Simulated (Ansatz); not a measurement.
Consider the following.

```
SiO2
1.0
    4.25460     0.00000     0.00000
    0.00000     4.15488     0.00000
    0.00000     0.00000     2.66145
Si O
2 4
Direct
  0.00000   0.00000   0.00000
  0.50000   0.50000   0.50000
  0.31117   0.30244   0.00000
  0.81117   0.19756   0.50000
  0.18883   0.80244   0.50000
  0.68883   0.69756   0.00000
```

No spin polarisation.

Calculations: plane-wave PAW DFT at the LDA level (Ansatz, an electronic-structure program, 420 eV), spin-orbit coupling left out. Γ-centred 8×8×12 mesh, Fermi–Dirac width 0.05 eV.

Question: Predict the space group, valence-band top at Γ, gap character and electron mass.

Answer: The space group is Pnnm (No. 58). The valence-band top at Γ (three highest levels, from the VBM) comes out as 0.00, -0.78, -0.94 eV and the gap character is direct at Γ. The electron mass is 0.47 mₑ along x, 0.52 mₑ along y, 0.39 mₑ along z (at Γ).

The cells carry an imposed strain or load. Effective masses come from finite differences of ±0.01 Å⁻¹. No phonon test of stability was made. The cell was made from SiO2 in the rutile structure (space group P4_2/mnm, No. 136) by this change: uniaxial strain ε_xx = +2.40 %.
